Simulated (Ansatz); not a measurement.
The starting structures come from a database of crystals and need not be the phases stable at ambient conditions.

 Where the default PAW files enter, the runs use the earlier of Ansatz's two default sets.

Input:

```xyz
7
Lattice="4.6735 0.0000 0.0000 0.0000 7.5092 0.0000 0.0000 0.0000 7.5092" Properties=species:S:1:pos:R:3 pbc="T T T"
Cs     2.3367     3.7546     0.0000
Cs     2.3367     0.0000     3.7546
Pd     0.0000     0.0000     0.0000
Cl     0.0000     1.6420     1.6420
Cl     0.0000     5.8673     5.8673
Cl     0.0000     1.6420     5.8673
Cl     0.0000     5.8673     1.6420
```

Space group of this cell: P4/mmm. The cell is taken as given.

Transport runs along the normal of the first two printed cell vectors, the (100) plane of the conventional cell.

The gap is the functional's own, uncorrected, and κ follows it; spin-orbit coupling is left out. Mid-gap values are interpolated between the computed energies.

Question: Estimate the band gap and the smallest decay constant κ at mid-gap that r2SCAN (Ansatz, a quantum-chemistry and plane-wave program) returns for this system.

Answer: Gap 2.01 eV on a 6×4×4 mesh; κ = 0.405 1/Å, at (0.000, 0.500) of the in-plane reciprocal vectors. At the zone centre, at the nearest computed energy, the slowest state has κ = 0.46 1/Å.
